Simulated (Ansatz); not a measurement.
Functionals compared on a constructed model of the (0001) surface of wurtzite ZnO (in the relaxation 1 Al–O bonds formed; 1 O–Zn bonds broke), Zn-terminated, 2x2 Al adatom at T4 (bottom of the slab: 2 H on 4 bottom sites), in Ansatz (plane waves, PAW). The structure was relaxed with PBE; the other rows are single points on it. Cutoff 420 eV (500 eV for r2SCAN).

Slab: 43 atoms, 13.9 Å thick at the start with caps and adatoms (thin: gaps and levels are the slab's own); k 4x4x1, smearing 0.025 eV, dipole-corrected; 8 atoms held, the rest relaxed; symmetry of the start imposed; spin-polarised, ending with about 0.8 μB a cell, a value that depends on the mesh; orders that need a larger cell were not tried, no spin-orbit, no U. The slab shows no gap on its mesh. In PBE it is, or lies within 0.01 eV a 1x1 cell of, the lowest of the 2 structures of its composition computed so far; subsurface sites and larger cells were not tried. These notes are the PBE run's. r2SCAN: The program's check for a lower electronic state was not made.

```json
[
 {"functional": "PBE", "work function of the top face (eV)": "4.20", "rough cost of the single point": "–"},
 {"functional": "r2SCAN", "work function of the top face (eV)": "[?]", "rough cost of the single point": "roughly 19 core-minutes"}
]
```

### Question
Fill in the missing entries.

### Answer

- r2SCAN, work function of the top face (eV): 4.37

Ansatz is an electronic-structure program.
